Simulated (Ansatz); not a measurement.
# GaAs: As → Ir

Start from GaAs in the zinc blende structure (space group F-43m, No. 216; a = 5.667 Å).

The change: Ir takes the place of As on all its sites; the structure is relaxed again.

All numbers come from r2SCAN (Ansatz, a quantum-chemistry and plane-wave program, PAW, no spin-orbit coupling). Settings: 15×15×15 k-points, 0.05 eV Fermi–Dirac smearing, for the changed cell.

```json
{
  "volume_per_atom": "21.14 Å³ (base 22.75 Å³)",
  "lattice_parameter_a": "10.450 bohr (base 10.709 bohr)",
  "shortest_interatomic_distance": "4.525 bohr (base 4.637 bohr)",
  "band_gap": "zero (base 0.96 eV)"
}
```

Final structure:

```
GaIr
1.0
    0.00000     2.76495     2.76495
    2.76495     0.00000     2.76495
    2.76495     2.76495     0.00000
Ir Ga
1 1
Direct
  0.75000   0.75000   0.75000
  0.00000   0.00000   0.00000
```

With Ir present, leaving out spin-orbit coupling can change the band edges. No phonon test of stability was made. As relaxed here, GaIr is a hypothetical phase, not in the database extracts checked. The final runs are not spin-polarised. Gaps under 0.05 eV, about the width of the smearing, are given as zero.
